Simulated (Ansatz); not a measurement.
Structures of equal composition on the (0001) surface of hcp Ru: a pseudomorphic layer of V in the host's stacking; a pseudomorphic layer of V in the other hollow. The slabs share one bottom face, and each structure is named by its start. These are constructed structures in small cells; real faces may alloy, dewet or reconstruct in larger ones, and not all known structures of the face are among them. Slabs of about 11 Å, Fermi-Dirac smearing of 0.1 eV. Bottom of the slabs: a bare face, its two planes held. Relaxed from the named starts with such symmetry as they have, on meshes of like density; energies extrapolated to zero smearing; spin only where a row says so; no spin-orbit coupling, no U. Brackets mark spin-polarised runs, whose order is one that fits the cell.

Calculation: PBE (plane waves to 420 eV, PAW; Ansatz, a quantum-chemistry and plane-wave program).

**Question.** Order them by energy per 1x1 cell (lowest first) at the level PBE.

**Answer.** a pseudomorphic layer of V in the host's stacking (0.000 eV [spin, 1.0 μB a cell]), a pseudomorphic layer of V in the other hollow (0.083 eV [spin, 0.9 μB a cell])
